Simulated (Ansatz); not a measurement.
The starting structures come from a database of crystals and need not be the phases stable at ambient conditions.

By PBEsol, the system below comes out a metal.

The ballistic (Sharvin) conductance counts the channels at the Fermi level: G/A = (e²/h) × channels of both spins per area.

Here is the system:

```
CELL_PARAMETERS angstrom
      3.05745     0.00000     0.00000
      0.00000    13.68598     0.00000
      1.52873     0.00000     2.64783
ATOMIC_POSITIONS crystal
  Ti 0.33333 0.91599 0.33333
  Ti 0.66667 0.08401 0.66667
  Ti 0.66667 0.41599 0.66667
  Ti 0.33333 0.58401 0.33333
  Al 0.33333 0.25000 0.33333
  Al 0.66667 0.75000 0.66667
  C  0.00000 0.00000 0.00000
  C  0.00000 0.50000 0.00000
```

The cell is taken as given; by PBEsol it stands under a pressure of -3.3 GPa.

The current flows along the normal of the first two printed cell vectors, the (100) plane of the conventional cell. No spin-orbit coupling; the value is a mean over 0.1 eV about the Fermi level.

Problem. State the ballistic conductance per area according to PBEsol in Ansatz (a quantum-chemistry and plane-wave program).

Solution. 0.54 × 10¹⁵ S/m² for both spins.
